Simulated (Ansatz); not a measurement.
Data:

End structure of the (11-23) surface of hcp Mg in its 1x1 cell, outermost plane spacing 0.59 Å in the ideal cut:

```yaml
crystal:
  lattice:
    - [5.54086, 0.00000, 0.00000]
    - [2.77043, 7.06037, 0.00000]
    - [0.00000, 0.00000, 26.00000]
  atoms:
    - { symbol: Mg, position: [0.01952, 0.28938, 0.31440] }
    - { symbol: Mg, position: [0.39312, 0.86959, 0.33315] }
    - { symbol: Mg, position: [0.44113, 0.44543, 0.35177] }
    - { symbol: Mg, position: [0.81774, 0.02147, 0.37322] }
    - { symbol: Mg, position: [0.86722, 0.60344, 0.39571] }
    - { symbol: Mg, position: [0.25015, 0.17641, 0.42350] }
    - { symbol: Mg, position: [0.28787, 0.75231, 0.44401] }
    - { symbol: Mg, position: [0.67588, 0.32904, 0.46488] }
    - { symbol: Mg, position: [0.71339, 0.90266, 0.48840] }
    - { symbol: Mg, position: [0.09374, 0.48308, 0.51160] }
    - { symbol: Mg, position: [0.13125, 0.05670, 0.53512] }
    - { symbol: Mg, position: [0.51926, 0.63343, 0.55599] }
    - { symbol: Mg, position: [0.55698, 0.20933, 0.57650] }
    - { symbol: Mg, position: [0.93991, 0.78230, 0.60429] }
    - { symbol: Mg, position: [0.98939, 0.36428, 0.62678] }
    - { symbol: Mg, position: [0.36599, 0.94031, 0.64823] }
    - { symbol: Mg, position: [0.41401, 0.51615, 0.66685] }
    - { symbol: Mg, position: [0.78761, 0.09636, 0.68560] }
```

Model: 18-atom slab, 10.0 Å thick at the start (thin: gaps and levels are the slab's own), 7x6x1 mesh, Fermi-Dirac 0.1 eV, dipole correction, single point; on the structure that PBE left under its start's symmetry; no spin, no spin-orbit, no U.

Question: What is the computed work function of the top face (Ansatz (a first-principles code) with r2SCAN, at the PBE geometry)?

Answer: 3.55 eV

Question: What surface energy (mean of both faces) does r2SCAN, at the PBE geometry give?

Answer: 0.86 J/m²
